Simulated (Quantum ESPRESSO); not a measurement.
A self-consistent single point of LaMg₆Al (Amm2, 8 atoms in the cell) with Quantum ESPRESSO.

Method: LDA (PZ), GBRV 1.5 ultrasoft (LDA) pseudopotentials (plane waves; Quantum ESPRESSO 7.5).

```
LaMg6Al
1.0
    5.06509     0.00000     0.00000
    0.00000     3.34921     5.78582
    0.00000    -3.34921     5.78582
La Mg Al
1 6 1
Direct
  0.50000   0.67362   0.67362
  0.00000   0.31518   0.84160
  0.00000   0.84160   0.31518
  0.00000   0.33268   0.33268
  0.50000   0.16011   0.67823
  0.50000   0.67823   0.16011
  0.50000   0.16365   0.16365
  0.00000   0.83494   0.83494
```

Reference input (self-consistent single point, DFT, LDA (PZ), plane waves, GBRV 1.5 ultrasoft (LDA) pseudopotentials): ecutwfc = 40 Ry; ecutrho = 200 Ry; occupations = smearing; smearing = marzari-vanderbilt; degauss = 0.0147 Ry; potentials = {La: la_lda_v1.uspp.F.UPF, Mg: mg_lda_v1.4.uspp.F.UPF, Al: al_lda_v1.uspp.F.UPF}; K_POINTS = automatic 4 3 3 0 0 0; conv_thr = 1e-11 Ry. This run's input differs from it in these lines:

```diff
@@ -19,3 +19,3 @@
 &ELECTRONS
- conv_thr = 1.0e-11
+ conv_thr = 7.3e-03
 /
```

Output (repeated stretches shortened):

```
     Self-consistent Calculation

     iteration #  1     ecut=    40.00 Ry     beta= 0.70

     negative rho (up, down):  4.492E-02 0.000E+00

     total energy              =    -858.21703474 Ry
     estimated scf accuracy    <       1.74762458 Ry

     iteration #  2     ecut=    40.00 Ry     beta= 0.70

     negative rho (up, down):  5.287E-02 0.000E+00

     total energy              =    -858.63023681 Ry
     estimated scf accuracy    <       4.17252040 Ry

     iteration #  3     ecut=    40.00 Ry     beta= 0.70

     negative rho (up, down):  6.307E-02 0.000E+00

     total energy              =    -859.17198654 Ry
   [... lines left out ...]

     iteration #  4     ecut=    40.00 Ry     beta= 0.70

     negative rho (up, down):  6.162E-02 0.000E+00

     total energy              =    -859.19598570 Ry
     estimated scf accuracy    <       0.05836596 Ry

     iteration #  5     ecut=    40.00 Ry     beta= 0.70

     negative rho (up, down):  6.251E-02 0.000E+00

     total energy              =    -859.20915836 Ry
     estimated scf accuracy    <       0.01189890 Ry

     iteration #  6     ecut=    40.00 Ry     beta= 0.70
     c_bands:  1 eigenvalues not converged
     c_bands:  1 eigenvalues not converged

     negative rho (up, down):  6.478E-02 0.000E+00
     End of self-consistent calculation

     the Fermi energy is     6.1912 ev

!    total energy              =    -859.21063231 Ry
     estimated scf accuracy    <       0.00086954 Ry
     smearing contrib. (-TS)   =       0.00005783 Ry
     internal energy E=F+TS    =    -859.21069014 Ry

     convergence has been achieved in   6 iterations

     negative rho (up, down):  6.478E-02 0.000E+00

     Forces acting on atoms (cartesian axes, Ry/au):

     atom    1 type  1   force =     0.00000000    0.00000000    0.00070393
     atom    2 type  2   force =     0.00000000   -0.00669005    0.00329422
     atom    3 type  2   force =     0.00000000    0.00669005    0.00329422
     atom    4 type  2   force =     0.00000000    0.00000000   -0.00254549
     atom    5 type  2   force =     0.00000000   -0.00999582   -0.01500065
   [... lines left out ...]
     Total force =     0.033677     Total SCF correction =     0.088910
   [... lines left out ...]

     negative rho (up, down):  6.478E-02 0.000E+00
          total   stress  (Ry/bohr**3)                   (kbar)     P=      -14.43
  -0.00015799   0.00000000   0.00000000          -23.24        0.00        0.00
   0.00000000  -0.00006725   0.00000000            0.00       -9.89        0.00
   0.00000000   0.00000000  -0.00006911            0.00        0.00      -10.17

   JOB DONE.
```

The run converged in 6 iterations. Against the reference run the free energy stays essentially unchanged (within 1 meV/atom), the pressure goes from -1.94 to -1.44 GPa and the largest force goes from 0.081 to 0.463 eV/Å. The full log also holds: “SCF correction compared to forces is large: reduce conv_thr to get better values”.

The starting cell comes from a database of computed structures (which also holds hypothetical and non-ambient phases and stackings), without a prior relaxation at this level.

Cost on one core of a shared machine: roughly 70 s.
